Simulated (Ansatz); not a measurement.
Base system: SnSe2 in the rutile structure (space group P4_2/mnm, No. 136; a = 6.4151 Å, c = 3.9945 Å; a hypothetical phase, not in the database extracts checked). Axes: x, y, z lie along a, b, c of the conventional cell.

Level of theory: PBEsol, PAW, 420 eV (Ansatz, an electronic-structure program; spin-orbit coupling left out).

Strains are applied to the cell and any free atomic positions relax; under biaxial strain the out-of-plane vector relaxes too.

One change was made to it. Results:

The shortest interatomic distance stays essentially unchanged (2.666 Å against 2.667 Å); the pressure (mean of the normal stresses, compression positive) goes from zero to 1.4 GPa; the band gap remains zero.

Question: Name the change that was made.
A. biaxial strain +3.24 %, plane normal [001], relaxed out of plane
B. biaxial strain +0.50 %, plane normal [001], relaxed out of plane
C. biaxial strain −3.82 %, plane normal [001], relaxed out of plane
D. biaxial strain −0.42 %, plane normal [001], relaxed out of plane

Answer: C, biaxial strain −3.82 %, plane normal [001], relaxed out of plane. For comparison, the pressure in the other runs: biaxial strain +0.50 %, plane normal [001], relaxed out of plane gives -0.2 GPa; biaxial strain −0.42 %, plane normal [001], relaxed out of plane gives 0.2 GPa; biaxial strain +3.24 %, plane normal [001], relaxed out of plane gives -1.0 GPa.

No phonon test of stability was made. All final runs are without spin polarisation. A zero or small gap of SnSe2 can be the functional's error rather than a property of the material.
